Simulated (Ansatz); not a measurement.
## TaGe2 (model structure, started from the Al2Cu type, I4/mcm, No. 140, 6 atoms in the cell): properties by level of theory

| level (code) | equilibrium lattice constant a (Å) | c axis length (Å) | formation enthalpy (eV/atom) |
|---|---|---|---|
| PBE (Ansatz) | ? | ? | 0.001 |
| PBEsol (Ansatz) | 6.271 | 5.386 | -0.059 |
| PBE-D3(BJ) (Ansatz) | ? | ? | -0.048 |

Question: Fill in the missing entries.

Answer: 
- PBE (Ansatz, a program for electronic structure), equilibrium lattice constant a (Å): 6.352
- PBE (Ansatz), c axis length (Å): 5.447
- PBE-D3(BJ) (Ansatz), equilibrium lattice constant a (Å): 6.278
- PBE-D3(BJ) (Ansatz), c axis length (Å): 5.399

Ansatz's density-functional and Hartree–Fock values are scalar-relativistic unless marked +SOC, with PAW data made under PBE.

Static lattice: no zero-point or thermal effects.

A model structure was made by putting elements into a prototype or built by hand; it is no filed structure, need not be a known phase, and can be a saddle point held by its symmetry.
